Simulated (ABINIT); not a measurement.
## Parameter sweep on Ga (Cmce, 4 atoms in the cell)

```xyz
4
Lattice="2.2111 -3.7906 0.0000 2.2111 3.7906 0.0000 0.0000 0.0000 4.5455" Properties=species:S:1:pos:R:3 pbc="T T T"
Ga     2.2111    -1.1804     1.8882
Ga     2.2111     1.1804     2.6573
Ga     2.2111    -2.6102     4.1609
Ga     2.2111     2.6102     0.3845
```

Base run A: ABINIT with PBE, PAW (JTH v2.0 PBE PAW), self-consistent single point.

Its settings: pseudos = [Ga.GGA_PBE-JTH.xml]; ecut = 20 Ha; pawecutdg = 40 Ha; pawxcdev = 0; occopt = 7; tsmear = 0.2 eV; ngkpt = 5 5 4; nshiftk = 1; shiftk = 0 0 0; potentials = JTH v2.0 PBE PAW; nband = 34; kptopt = 1; nstep = 50; tolvrs = 1e-11.

The starting cell comes from a database of computed structures (which also holds hypothetical and non-ambient phases and stackings), without a prior relaxation at this level. Its lattice was rescaled by a random factor within 2.5 % of one. In the base run, with a pressure of about 4 GPa the cell is away from its equilibrium volume at this level. Without a gap this mesh is coarse (it stands for a supercell whose shortest vector is 18 Å).

ΔF is the free energy per atom less that of run A. 

Run A gave: pressure (GPa) 3.54; largest force (eV/Å) 0.030; TS (meV/atom) 3.8; k-points 27.

Runs:
- B: tsmear, ngkpt = 0.03 eV, 4 4 4
- C: tsmear, ngkpt = 0.1 eV, 4 4 4
- D: tsmear, ngkpt = 0.3 eV, 4 4 4
- E: tsmear, ngkpt = 0.03 eV, 5 5 4
- F: tsmear, ngkpt = 0.1 eV, 5 5 4
- G: tsmear, ngkpt = 0.3 eV, 5 5 4
- H: tsmear, ngkpt = 0.03 eV, 6 6 5
- I: tsmear, ngkpt = 0.1 eV, 6 6 5
- J: tsmear, ngkpt = 0.3 eV, 6 6 5
- K: tsmear, ngkpt = 0.03 eV, 7 7 6
- L: tsmear, ngkpt = 0.1 eV, 7 7 6
- M: tsmear, ngkpt = 0.3 eV, 7 7 6

**Question.** What does run M change against A?

**Answer.** The free energy rises by 20.0 meV/atom, the pressure goes from 3.54 to 3.71 GPa and the largest force moves little (0.030 to 0.034 eV/Å).

**Question.** What does run H change against A?

**Answer.** The free energy goes up by 21.5 meV/atom, the pressure stays near 3.55 GPa while the zz stress (positive for compression) goes from 1.79 to 3.23 GPa and the largest force goes from 0.030 to 0.041 eV/Å.

```
run  ΔF (meV/atom)  pressure (GPa)  largest force (eV/Å)  TS (meV/atom)  k-points
---  -------------  --------------  --------------------  -------------  --------
A             0.00            3.54                 0.030            3.8        27
B              6.6            3.81                 0.182            0.3        21
C              5.8            3.82                 0.146            1.6        21
D            -0.24            3.81                 0.110           12.1        21
E              2.2            3.48                 0.010            0.1        27
F             1.68            3.49                 0.019            1.3        27
G             -2.2            3.58                 0.036            7.4        27
H             21.5            3.55                 0.041            0.0        39
I             21.2            3.60                 0.036            0.9        39
J             17.3            3.70                 0.032            8.8        39
K             23.8            3.54                 0.006            0.1        64
L             23.4            3.57                 0.022            0.7        64
M             20.0            3.71                 0.034            9.0        64
```
